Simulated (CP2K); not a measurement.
Input and output of a self-consistent single point for ZrOs3 (Pm-3m, 4 atoms in the cell) (CP2K).

Method of the run: LDA (Pade form), GPW, DZVP-MOLOPT-SR-GTH basis, GTH-PADE potentials (GTH_POTENTIALS) (CP2K 2026.2).

The change in words: lattice scaled by 1.015. Reference geometry:
```
CELL_PARAMETERS angstrom
      4.08292     0.00000     0.00000
      0.00000     4.08292     0.00000
      0.00000     0.00000     4.08292
ATOMIC_POSITIONS crystal
  Zr 0.00000 0.00000 0.00000
  Os 0.50000 0.50000 0.00000
  Os 0.00000 0.50000 0.50000
  Os 0.50000 0.00000 0.50000
```

Reference input (self-consistent single point, DFT LDA (Pade form), GPW, DZVP-MOLOPT-SR-GTH basis, GTH-PADE potentials (GTH_POTENTIALS)): CUTOFF = 500 Ry; REL_CUTOFF = 40 Ry; SMEAR/METHOD = MARZARI_VANDERBILT; SIGMA = 0.136 eV; KPOINTS/SCHEME = MONKHORST-PACK 6 6 6; GAMMA_CENTERED = T; XC_FUNCTIONAL = PADE; Zr/BASIS_SET = DZVP-MOLOPT-SR-GTH-q12; Zr/POTENTIAL = GTH-PADE-q12; Os/BASIS_SET = DZVP-MOLOPT-SR-GTH-q16; Os/POTENTIAL = GTH-PADE-q16; METHOD = GPW. This run's input differs from it in these lines:

```diff
@@ -64,3 +64,3 @@
     &CELL
-      ABC 4.08291600 4.08291600 4.08291600
+      ABC 4.14416000 4.14416000 4.14416000
       ALPHA_BETA_GAMMA 90.00000000 90.00000000 90.00000000
@@ -70,5 +70,5 @@
       Zr       0.00000000     0.00000000     0.00000000
-      Os       2.04145800     2.04145800     0.00000000
-      Os       0.00000000     2.04145800     2.04145800
-      Os       2.04145800     0.00000000     2.04145800
+      Os       2.07208000     2.07208000     0.00000000
+      Os       0.00000000     2.07208000     2.07208000
+      Os       2.07208000     0.00000000     2.07208000
     &END COORD
```

Output, abridged:

```
 SCF WAVEFUNCTION OPTIMIZATION

  Step     Update method      Time    Convergence         Total energy    Change
     1 NoMix/Diag. 0.20E+00      -     1.52230194      -323.5505903473 -3.24E+02
     2 Broy./Diag. 0.20E+00      -     0.04210412      -324.4605756653 -9.10E-01
     3 Broy./Diag. 0.20E+00      -     0.08565646      -323.5542071768  9.06E-01
     4 Broy./Diag. 0.20E+00      -     0.04712997      -322.6812034712  8.73E-01
     5 Broy./Diag. 0.20E+00      -     0.02659333      -322.8072934208 -1.26E-01
     6 Broy./Diag. 0.20E+00      -     0.00976649      -322.5619632895  2.45E-01
   [... 6 lines left out ...]
    13 Broy./Diag. 0.20E+00      -     0.00000395      -322.6019206666 -1.05E-04
    14 Broy./Diag. 0.20E+00      -     0.00000027      -322.6019366552 -1.60E-05
    15 Broy./Diag. 0.20E+00      -     0.00000028      -322.6019393193 -2.66E-06
    16 Broy./Diag. 0.20E+00      -     0.00000001      -322.6019360644  3.25E-06
  *** SCF run converged in    16 steps ***

  Overlap energy of the core charge distribution:               0.00000000002928
  Self energy of the core charge distribution:               -503.06135043669002
  Core Hamiltonian energy:                                    111.17569847329017
  Hartree energy:                                             103.34062898998636
  Exchange-correlation energy:                                -34.05656417083994
  Smearing free energy correction:                             -0.00034892013286
  Fermi energy:                                                 0.49768245244395

  Total energy:                                              -322.60193606443113

                     Mulliken Population Analysis

 #  Atom  Element  Kind  Atomic population                           Net charge
   [... lines left out ...]

 STRESS| Analytical stress tensor [bar]
 STRESS|                        x                   y                   z
 STRESS|      x       -4.94424344932E+05   1.70543577876E-04   1.70537860771E-04
 STRESS|      y        1.70543577876E-04  -4.94424703528E+05   1.70536738690E-04
 STRESS|      z        1.70537860771E-04   1.70536738690E-04  -4.94424218999E+05
 STRESS| 1/3 Trace                                            -4.94424422486E+05
```

The run converged in 16 iterations. Against the reference run the free energy rises by 223 meV/atom and the pressure goes from -42.32 to -49.44 GPa.

The starting cell comes from a database of computed structures (which also holds hypothetical and non-ambient phases and stackings), without a prior relaxation at this level. Its lattice was rescaled by a random factor within 2.5 % of one. For this run, on top of that: lattice scaled by 1.015. Spin polarisation is off. Values carry the incompleteness of an atom-centred basis.

Cost on one core of a shared machine: roughly 2 min.
